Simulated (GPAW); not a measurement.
## Worked example: self-consistent single point of RePt (R-3m, 2 atoms in the cell) in GPAW

Method of the run: LDA (Perdew-Wang 92), GPAW PAW datasets LDA (gpaw-data 1.0.1) (plane waves; GPAW 25.7.0).

The input file:

```python
from ase import Atoms
from ase.units import GPa
from gpaw import GPAW, PW, FermiDirac

atoms = Atoms(['Re', 'Pt'],
              cell=[[1.386190, 0.800317, 4.572727],
                    [-1.386190, 0.800317, 4.572727],
                    [0.000000, -1.600634, 4.572727]],
              scaled_positions=[[0.500000, 0.500000, 0.500000],
                                [0.000000, 0.000000, 0.000000]],
              pbc=True)

calc = GPAW(mode=PW(600),
            xc='LDA',
            kpts=(15, 15, 15),
            occupations=FermiDirac(0.136),
            nbands=-6,
            convergence={'density': 1e-05},
            symmetry={'symmorphic': False, 'tolerance': 0.0005},
            maxiter=120)

atoms.calc = calc

energy = atoms.get_potential_energy()
print('Energy (eV):', round(energy, 6))
forces = atoms.get_forces()
print('Forces (eV/Ang):')
print(forces.round(5))
stress = atoms.get_stress()
print('Stress (GPa, Voigt):', (stress / GPa).round(4))
```

Output (repeated stretches shortened):

```
Input parameters:
  convergence: {density: 1e-05}
  kpts: [15 15 15]
  maxiter: 120
  mode: {ecut: 600.0,
         name: pw}
  nbands: -6
  occupations: {fixmagmom: False,
                name: fermi-dirac,
                width: 0.136}
  symmetry: {symmorphic: False,
             tolerance: 0.0005}

species:
  Re:
    name: Rhenium
    Z: 75.0
    valence: 13
    core: 62
    charge: 0.0
    file: Re.LDA.gz

    # Using partial waves for Re as LCAO basis

  Pt:
    name: Platinum
    Z: 78.0
    valence: 16
    core: 62
    charge: 0.0
    file: Pt.LDA.gz

    # Using partial waves for Pt as LCAO basis

Reference energy: -953523.179388  # eV

Spin-paired calculation

Convergence criteria:
 Maximum [total energy] change in last 3 cyles: 0.0005 eV / valence electron
 Maximum integral of absolute [dens]ity change: 1e-05 electrons / valence electron
 Maximum integral of absolute [eigenst]ate change: 4e-08 eV^2 / valence electron
 Maximum number of scf [iter]ations: 120

Symmetries present (total): 12
Symmetries with fractional translations: 0
3375 k-points: 15 x 15 x 15 Monkhorst-Pack grid
344 k-points in the irreducible part of the Brillouin zone
       k-points in crystal coordinates                weights
   0:     0.00000000    0.00000000    0.00000000          1/3375
   1:     0.06666667    0.00000000   -0.06666667          6/3375
   2:     0.06666667    0.00000000    0.00000000          6/3375
   [... 7 lines left out ...]
          ...
 343:     0.46666667    0.46666667    0.46666667          2/3375

Wave functions: Plane wave expansion
  Cutoff energy: 600.000 eV
  Number of coefficients (min, max): 997, 1042
  Pulay-stress correction: 0.000000 eV/Ang^3 (de/decut=0.000000)

Occupation numbers: Fermi-Dirac:
  width: 0.1360  # eV

Eigensolver

Densities:
  Coarse grid: 28*28*28 grid
  Fine grid: 56*56*56 grid
  Total Charge: 0.000000

Density mixing:
  Method: separate
  Backend: pulay
  Linear mixing parameter: 0.05
  old densities: 5
  Damping of long wavelength oscillations: 50

Hamiltonian:
  XC and Coulomb potentials evaluated on a 56*56*56 grid
  External potential:
    NoExternalPotential

Number of atoms: 2
Number of atomic orbitals: 24
Number of bands in calculation: 20
Number of valence electrons: 29
Bands to converge: occupied

Density initialized from atomic densities
  20 bands from LCAO basis set

Atomic positions and initial magnetic moments

Positions:
   0 Re     0.000000    0.000000    6.859091    ( 0.0000,  0.0000,  0.0000)
   1 Pt     0.000000    0.000000    0.000000    ( 0.0000,  0.0000,  0.0000)

Unit cell:
           periodic     x           y           z      points  spacing
  1. axis:    yes    1.386190    0.800317    4.572727    28     0.0845
  2. axis:    yes   -1.386190    0.800317    4.572727    28     0.0845
  3. axis:    yes    0.000000   -1.600634    4.572727    28     0.0845

  Lengths:   4.844777   4.844777   4.844777
  Angles:   33.251672  33.251672  33.251677

Effective grid spacing dv^(1/3) = 0.1115

     iter     time        total  log10-change:
                         energy   eigst   dens
iter:   1 --:--:--   -22.984745
iter:   2 --:--:--   -21.929031   -1.08  -1.25
iter:   3 --:--:--   -21.396770   -1.69  -1.36
iter:   4 --:--:--   -21.006319   -1.83  -1.45
iter:   5 --:--:--   -20.912277   -1.64  -1.71
iter:   6 --:--:--   -20.889269   -2.43  -2.14
iter:   7 --:--:--   -20.883911   -3.02  -2.30
iter:   8 --:--:--   -20.883949c  -3.85  -2.83
iter:   9 --:--:--   -20.883807c  -4.61  -2.84
iter:  10 --:--:--   -20.883665c  -3.97  -2.79
iter:  11 --:--:--   -20.883663c  -4.74  -3.33
iter:  12 --:--:--   -20.883701c  -5.16  -3.39
iter:  13 --:--:--   -20.883705c  -5.60  -3.43
iter:  14 --:--:--   -20.883595c  -5.26  -3.46
iter:  15 --:--:--   -20.883604c  -6.60  -3.77
iter:  16 --:--:--   -20.883599c  -6.94  -4.01
iter:  17 --:--:--   -20.883583c  -6.64  -4.32
iter:  18 --:--:--   -20.883584c  -7.89c -4.68
iter:  19 --:--:--   -20.883583c  -7.70c -4.74
iter:  20 --:--:--   -20.883582c  -9.13c -4.84
iter:  21 --:--:--   -20.883581c  -8.92c -4.90
iter:  22 --:--:--   -20.883581c  -9.23c -4.93
iter:  23 --:--:--   -20.883581c  -9.34c -4.98
iter:  24 --:--:--   -20.883581c  -9.97c -5.09c

Converged after 24 iterations.

Dipole moment: (-0.000000, -0.000000, -0.000000) |e|*Ang

Energy contributions relative to reference atoms: (reference = -953523.179388)

Kinetic:        -16.810169
Potential:      +11.834165
External:        +0.000000
XC:             -15.314849
Entropy (-ST):   -0.105646
Local:           -0.539904
SIC:             +0.000000
--------------------------
Free energy:    -20.936404
Extrapolated:   -20.883581

Showing only first 2 kpts
 Kpt  Band  Eigenvalues  Occupancy
  0    12      9.99786    2.00000
  0    13     12.38177    1.97594
  0    14     12.39421    1.97367
  0    15     12.39423    1.97366

  1    12     10.08300    2.00000
  1    13     11.38343    1.99998
  1    14     12.26971    1.98937
  1    15     12.68421    1.79770

Fermi level: 12.98130

No gap
No difference between direct/indirect transitions
Energy (eV): -20.883581

Forces in eV/Ang:
  0 Re   -0.00000    0.00000   -0.00000
  1 Pt   -0.00000   -0.00000    0.00000

Stress tensor:
     0.119513    -0.000000     0.000000
    -0.000000     0.119513    -0.000000
     0.000000    -0.000000     0.113368
Stress (GPa, Voigt): [19.1481 19.1481 18.1636 -0.      0.     -0.    ]
```

The run converged in 24 iterations. GPAW prints stress with tension positive.

The starting cell comes from a database of computed structures (which also holds hypothetical and non-ambient phases and stackings), without a prior relaxation at this level. Spin-orbit coupling is off. Spin polarisation is off. With a pressure of about -19 GPa the cell is away from its equilibrium volume at this level.

Cost on one core of a shared machine: roughly 6 min.
